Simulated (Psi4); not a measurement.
Psi4 1.11, TPSS/def2-svp: F[C@H]1[SiH2][Si@H]([SiH3])[SiH2]1, 15 atoms. The geometry is a generated start, not checked to be a minimum at this level.

```json
{
 "task": "gradient",
 "method": "tpss",
 "basis": "def2-svp",
 "memory": "7 GB",
 "scf_type": "df (default)",
 "guess": "auto, which took SAD (default)",
 "diis_max_vecs": "10 (default)",
 "scf_initial_accelerator": "adiis (default)",
 "e_convergence": "1e-08 (default)",
 "d_convergence": "1e-08 (default)",
 "basis functions (reference run)": "145",
 "grid points (reference run)": "2696123"
}
```

```xyz
15

F     -2.8896     0.6530    -0.9383
C     -1.5652     0.5859    -0.6832
Si    -0.8078    -1.1454    -1.0083
Si     0.6387    -0.7995     0.7012
Si     2.3760     0.4566     0.0227
Si    -1.1467     0.5087     1.1864
H     -1.0031     1.3758    -1.1918
H     -0.1434    -1.2708    -2.3323
H     -1.7410    -2.2714    -0.7335
H      0.8971    -1.9561     1.6128
H      3.0646     1.0730     1.1853
H      3.3596    -0.3671    -0.7255
H      1.9012     1.5441    -0.8702
H     -2.1632    -0.2104     2.0011
H     -0.7774     1.8237     1.7735
```
Charge 0, spin multiplicity 1.

The reference run has dft_radial_points = 200, dft_spherical_points = 974, dft_pruning_scheme = none (default); it is not itself proven converged. Single runs; times are not shown.

Settings tried, all else as in the reference:
- dft_radial_points = 75 (default), dft_spherical_points = 434
- dft_radial_points = 35, dft_spherical_points = 110
- dft_radial_points = 75 (default), dft_spherical_points = 302 (default), dft_pruning_scheme = treutler
- dft_radial_points = 99, dft_spherical_points = 590, dft_pruning_scheme = treutler
- dft_radial_points = 75 (default), dft_spherical_points = 302 (default)
- dft_radial_points = 25, dft_spherical_points = 50
- dft_radial_points = 99, dft_spherical_points = 590, dft_pruning_scheme = robust
- dft_radial_points = 75 (default), dft_spherical_points = 302 (default), dft_pruning_scheme = robust
- dft_radial_points = 99, dft_spherical_points = 590
- dft_radial_points = 150, dft_spherical_points = 770
- dft_radial_points = 50, dft_spherical_points = 194

Task: Which of these stay within 1.0 meV/atom in energy, 10 meV/Å in forces (largest component) of the reference run?

Result: Within it: dft_radial_points = 150, dft_spherical_points = 770; dft_radial_points = 99, dft_spherical_points = 590; dft_radial_points = 99, dft_spherical_points = 590, dft_pruning_scheme = robust; dft_radial_points = 75 (default), dft_spherical_points = 434; dft_radial_points = 75 (default), dft_spherical_points = 302 (default); dft_radial_points = 75 (default), dft_spherical_points = 302 (default), dft_pruning_scheme = robust. At the edge (between 0.75 and 1.33 times the tolerance): dft_radial_points = 75 (default), dft_spherical_points = 302 (default), dft_pruning_scheme = treutler; dft_radial_points = 99, dft_spherical_points = 590, dft_pruning_scheme = treutler. Outside: dft_radial_points = 50, dft_spherical_points = 194; dft_radial_points = 35, dft_spherical_points = 110; dft_radial_points = 25, dft_spherical_points = 50.

```json
[
 {"setting": "the reference", "grid points": "2696123", "energy against the reference": "—", "difference in forces (largest component)": "—"},
 {"setting": "dft_radial_points = 150, dft_spherical_points = 770", "grid points": "1607399", "energy against the reference": "under 0.001 meV/atom", "difference in forces (largest component)": "0.30 meV/Å"},
 {"setting": "dft_radial_points = 99, dft_spherical_points = 590", "grid points": "815922", "energy against the reference": "−0.0030 meV/atom", "difference in forces (largest component)": "0.41 meV/Å"},
 {"setting": "dft_radial_points = 99, dft_spherical_points = 590, dft_pruning_scheme = robust", "grid points": "568236", "energy against the reference": "−0.0030 meV/atom", "difference in forces (largest component)": "0.41 meV/Å"},
 {"setting": "dft_radial_points = 75 (default), dft_spherical_points = 434", "grid points": "456970", "energy against the reference": "+0.016 meV/atom", "difference in forces (largest component)": "0.69 meV/Å"},
 {"setting": "dft_radial_points = 75 (default), dft_spherical_points = 302 (default)", "grid points": "318089", "energy against the reference": "−0.029 meV/atom", "difference in forces (largest component)": "1.8 meV/Å"},
 {"setting": "dft_radial_points = 75 (default), dft_spherical_points = 302 (default), dft_pruning_scheme = robust", "grid points": "217065", "energy against the reference": "−0.029 meV/atom", "difference in forces (largest component)": "1.8 meV/Å"},
 {"setting": "dft_radial_points = 75 (default), dft_spherical_points = 302 (default), dft_pruning_scheme = treutler", "grid points": "173505", "energy against the reference": "−0.39 meV/atom", "difference in forces (largest component)": "13 meV/Å"},
 {"setting": "dft_radial_points = 99, dft_spherical_points = 590, dft_pruning_scheme = treutler", "grid points": "420996", "energy against the reference": "−0.41 meV/atom", "difference in forces (largest component)": "13 meV/Å"},
 {"setting": "dft_radial_points = 50, dft_spherical_points = 194", "grid points": "138569", "energy against the reference": "+1.3 meV/atom", "difference in forces (largest component)": "14 meV/Å"},
 {"setting": "dft_radial_points = 35, dft_spherical_points = 110", "grid points": "55178", "energy against the reference": "−20 meV/atom", "difference in forces (largest component)": "100 meV/Å"},
 {"setting": "dft_radial_points = 25, dft_spherical_points = 50", "grid points": "18002", "energy against the reference": "+150 meV/atom", "difference in forces (largest component)": "560 meV/Å"}
]
```

Total energies are compared; such shifts often cancel in part in energy differences. The gradients leave out the derivatives of the grid weights. The tolerance is a choice made for this comparison.
